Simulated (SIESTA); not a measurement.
**Several settings converged on BiS (Cm, 4 atoms in the cell)**

```xyz
4
Lattice="2.8329 -2.7905 0.0000 2.8329 2.7905 0.0000 -1.6500 0.0000 10.8706" Properties=species:S:1:pos:R:3 pbc="T T T"
Bi     0.5064     0.0000     3.7755
Bi     3.5094     0.0000     7.1451
S      3.5202     0.0000     4.1917
S      0.4955     0.0000     6.6789
```

Base method: LDA PW92, numerical atomic orbitals DZP, PseudoDojo LDA standard norm-conserving potentials (rewritten from UPF to PSML) (SIESTA).

Base settings: XC.functional = LDA; XC.authors = PW92; potentials = PseudoDojo LDA standard; PAO.BasisSize = DZP; PAO.EnergyShift = 0.01 Ry; MeshCutoff = 350 Ry; kgrid.MonkhorstPack = 8 8 3; OccupationFunction = FD; ElectronicTemperature = 0.1 eV; MaxSCFIterations = 150.

Core times come from one kind of shared machine, to one figure; runs under 30 s give none.

**The k-point mesh at a smearing width of 0.02 eV**

In this ladder: ElectronicTemperature = 0.02 eV.

Only quantities that move along the ladder and can be compared are tabulated.

```csv
kgrid.MonkhorstPack,free energy less the last step's (meV/atom),pressure (GPa),largest difference of a force vector from the last step's (eV/Å),core time / last (rough)
3 3 1,32.43,-1.12,0.437,–
4 4 2,-4.12,-1.00,0.263,0.2
5 5 2,-10.79,-1.26,0.158,–
6 6 3,-6.47,-1.08,0.099,0.2
8 8 3,-0.43,-1.14,0.048,0.3
9 9 4,3.16,-1.07,0.035,0.2
11 11 4,1.84,-1.06,0.009,0.3
16 16 6,-1.09,-1.07,0.016,0.6
20 20 8,0.00,-1.07,0.000,1
```

Coarsest kgrid.MonkhorstPack that holds the pressure within 0.05 GPa of the last step, with all finer ones: 9 9 4, at about 0.2 of the last step's time; the step before is off by 0.07 GPa.

Coarsest kgrid.MonkhorstPack that holds the free energy within 5 meV/atom of the last step, with all finer ones: 8 8 3, at about 0.3 of the last step's time; the step before is off by 6.5 meV/atom.

Coarsest kgrid.MonkhorstPack that holds the forces within 0.02 eV/Å: not settled: the last two steps still differ by 0.016 eV/Å, over half the tolerance, so the ladder does not show it.

**The width of Fermi-Dirac smearing**

In this ladder: kgrid.MonkhorstPack = 13 13 5.

Narrow widths need finer meshes than wide ones, so the last steps can hold mesh noise.

Only quantities that move along the ladder and can be compared are tabulated; pressure and forces are left out, as mesh noise rules them at narrow widths.

| ElectronicTemperature | free energy less the last step's (meV/atom) | core time / last (rough) |
|---|---|---|
| 1 eV | -838.68 | 0.9 |
| 0.5 eV | -207.69 | 1 |
| 0.3 eV | -72.68 | 1 |
| 0.2 eV | -29.52 | 1 |
| 0.1 eV | -5.33 | 1.0 |
| 0.05 eV | 0.00 | 1 |

Widest ElectronicTemperature that holds the free energy within 2 meV/atom: not settled: the last two steps still differ by 5.3 meV/atom, over half the tolerance, so the ladder does not show it.

**The SCF threshold**

In this ladder: SCF.DM.Tolerance = default; SCF.DM.Converge = false; SCF.H.Converge = false; SCF.FreeE.Converge = true.

The mesh stays at the base's, so the ladder's end is converged at best in this setting alone.

Only quantities that move along the ladder and can be compared are tabulated.

```csv
SCF.FreeE.Tolerance,free energy less the last step's (meV/atom),pressure (GPa),largest difference of a force vector from the last step's (eV/Å),core time / last (rough)
1.0E-01 eV,5.84,-1.26,0.156,–
1.0E-02 eV,0.04,-1.03,0.007,0.5
1.0E-03 eV,0.02,-1.04,0.006,–
1.0E-04 eV,0.02,-1.04,0.006,–
1.0E-05 eV,0.00,-1.07,0.001,0.5
1.0E-07 eV,0.00,-1.07,0.000,0.4
1.0E-10 eV,0.00,-1.07,0.000,0.7
1.0E-12 eV,0.00,-1.07,0.000,1
```

Coarsest SCF.FreeE.Tolerance that holds the forces within 0.02 eV/Å of the last step, with all finer ones: 1.0E-02 eV; the step before is off by 0.16 eV/Å.

Coarsest SCF.FreeE.Tolerance that holds the pressure within 0.1 GPa of the last step, with all finer ones: 1.0E-02 eV; the step before is off by 0.19 GPa.

Coarsest SCF.FreeE.Tolerance that holds the free energy within 2 meV/atom of the last step, with all finer ones: 1.0E-02 eV; the step before is off by 5.8 meV/atom.

On the base run: the starting cell comes from a database of computed structures (which also holds hypothetical and non-ambient phases and stackings), without a prior relaxation at this level. Its lattice was rescaled by up to half a per cent. One atom was moved a little off its site on purpose. Values carry the incompleteness of an atom-centred basis. The run gives no clean gap (levels at the Fermi energy touch, overlap or are partly filled at this smearing), which alone does not show that the compound is a metal.

Left out of this page: 2 runs of the series outside the window shown, repeating another row's setting, or not comparable.
